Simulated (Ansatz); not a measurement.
The starting structures come from a database of crystals and need not be the phases stable at ambient conditions.

Here is the system:

```
CELL_PARAMETERS angstrom
      6.30453     0.00000     0.00000
      0.00000     6.93647     0.00000
      0.00000     0.00000     7.65895
ATOMIC_POSITIONS crystal
  Ca 0.00000 0.25000 0.84675
  Ca 0.00000 0.75000 0.15325
  Ca 0.50000 0.75000 0.65325
  Ca 0.50000 0.25000 0.34675
  Cl 0.76300 0.42161 0.10865
  Cl 0.23700 0.57839 0.89135
  Cl 0.73700 0.92161 0.39135
  Cl 0.26300 0.07839 0.60865
  Cl 0.26300 0.57839 0.39135
  Cl 0.73700 0.42161 0.60865
  Cl 0.23700 0.07839 0.10865
  Cl 0.76300 0.92161 0.89135
```

The cell is taken as given.

Transport runs along the normal of the first two printed cell vectors.

The gap is the functional's own. No spin-orbit coupling. Mid-gap values are those at the computed energy nearest the middle.

**Question.** State the band gap and the smallest decay constant κ at mid-gap according to r2SCAN (Ansatz, a program for electronic structure).

**Answer.** Gap 6.21 eV on a 6×6×4 mesh; κ = 0.406 1/Å, at the zone centre.
